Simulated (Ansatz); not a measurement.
AlBN2 (model structure, started from the BeSiN2 type, I-42d, No. 122, 8 atoms in the cell), treated with G0W0@PBEsol (plane waves, hard PAW, contour deformation; Ansatz, a quantum-chemistry and plane-wave program).

The same calculation (at the PBEsol cell, 7.953 Å³/atom) with different numerical settings; throughout: response cutoff 100 eV, empty bands 265:

| run | k mesh | quasiparticle gap on the mesh (eV) | quasiparticle gap at Γ (eV) | rough time |
|---|---|---|---|---|
| 1 | 4×4×4 | 4.003 | 4.003 | 5 core-min |
| 2 | 6×6×6 | 4.000 | 4.000 | 30 core-min |
| 3 | 8×8×8 | 4.000 | 4.000 | 3 core-h |

In the column quasiparticle gap on the mesh (eV) the first row differs from the last by +0.003 and the next to last by 0.000.

The last row is no converged limit: other settings stay fixed.

A model structure was made by putting elements into a prototype or built by hand; it is no filed structure, need not be a known phase, and can be a saddle point held by its symmetry.
